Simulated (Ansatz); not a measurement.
The reference is MgO in the wurtzite structure (space group P6_3mc, No. 186; a = 3.303 Å, c = 5.021 Å; a cell from a computed database, its experimental status unchecked).

Levels (all Ansatz, a first-principles code, PAW): PBEsol (420 eV, no spin-orbit coupling); r2SCAN (500 eV, scalar-relativistic without spin-orbit coupling); HSE06 (420 eV, no spin-orbit coupling).

One geometry, relaxed with PBEsol, under each level:

```json
[
 {"level": "PBEsol", "band gap": "3.36 eV", "lowest conduction level above the VBM at special points": "Γ 3.36 eV; A 5.86 eV; L 7.23 eV; M 7.66 eV", "electron mass": "0.34 mₑ (at Γ)", "pressure": "0.00 GPa"},
 {"level": "r2SCAN", "band gap": "4.16 eV", "lowest conduction level above the VBM at special points": "Γ 4.16 eV; A 6.67 eV; L 8.12 eV; M 8.52 eV", "electron mass": "0.36 mₑ (at Γ)", "pressure": "-0.90 GPa"},
 {"level": "HSE06", "band gap": "…", "lowest conduction level above the VBM at special points": "…", "electron mass": "–", "pressure": "–"}
]
```

Give the withheld HSE06 results.


- HSE06, band gap: 5.09 eV
- HSE06, lowest conduction level above the VBM at special points: Γ 5.09 eV; A 7.67 eV; L 9.09 eV

Single points use the geometry relaxed with PBEsol. Their cutoffs differ, which shifts pressures a little. Masses are band curvatures over ±0.01 Å⁻¹ around the edge. Whether these cells are dynamically stable was not tested. This is not the structure that MgO has at room temperature and ambient pressure.
